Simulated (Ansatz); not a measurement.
Functionals compared on H2O on the 1x1 (10-10) surface of wurtzite ZnO (cut with top plane O + Zn), one in a 2x1 cell, started at the site 'over O at depth 0.9 Å', in Ansatz (plane waves, PAW). The structure was relaxed with PBE; the other rows are single points on it, each with its references at the same level. Cutoff 420 eV (500 eV for r2SCAN). HSE06 used the coarser mesh 3x3x1.

Host crystal: wurtzite ZnO, with a band gap (PBE, scalar-relativistic without spin-orbit coupling).

Model: 35-atom slab, 9.4 Å thick at the start under the adsorbate (thin: gaps and levels are the slab's own), 3x4x1 mesh, Fermi-Dirac 0.01 eV, dipole correction, 16 atoms held, the rest relaxed; no symmetry held; no spin, no spin-orbit, no U, no dispersion correction. At the end it is bonded to Zn. In PBE it is, or lies within 0.03 eV of, the lowest of the starts that converged. These notes are the PBE run's. Adsorption energies are against H2O(g). A negative adsorption energy means that the adsorbate is more stable on the surface than in its reference.

| functional | adsorption energy (eV) | rough cost of the single point |
|---|---|---|
| PBE | -0.96 | – |
| RPBE | -0.72 | roughly 4 core-minutes |
| r2SCAN | (withheld) | around 8 core-minutes (rough) |
| HSE06 | -0.99 | around 100 core-minutes (rough) |

Some entries are withheld; supply them.


- r2SCAN, adsorption energy (eV): -1.11

Ansatz is an electronic-structure program.
